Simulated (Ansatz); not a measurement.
# A computed series for SiO2: pressure series

Take SiO₂ (space group Pbcn, No. 60; a = 4.081 Å, b = 5.041 Å, c = 4.496 Å; a model cell, its experimental status unchecked) as the base.

Cell and atoms are relaxed at each pressure.

Method: PBEsol (Ansatz, a program for electronic structure, PAW, scalar-relativistic without spin-orbit coupling).

| P (GPa) | V (Å³/atom) |
|---|---|
| -2.00 | 7.759 |
| -1.00 | 7.733 |
| 0.29 | 7.701 |
| 0.70 | 7.691 |
| 1.50 | 7.671 |
| 3.00 | 7.635 |
| 5.00 | 7.588 |
| 7.50 | 7.532 |

Question: Fit a third-order Birch–Murnaghan equation of state.

Answer: Least squares on P(V) = (3B₀/2)[(V₀/V)^(7/3) − (V₀/V)^(5/3)]·[1 + (3/4)(B₀′ − 4)((V₀/V)^(2/3) − 1)] gives V₀ = 7.71 Å³/atom, B₀ = 308 GPa and B₀′ = 4.3.

Load acts through the strain it causes; cell and atoms are relaxed under it. Stability against distortions was not tested. Competing high-pressure phases were not computed. The base started in Pca2_1 and relaxed to Pbcn at this level.
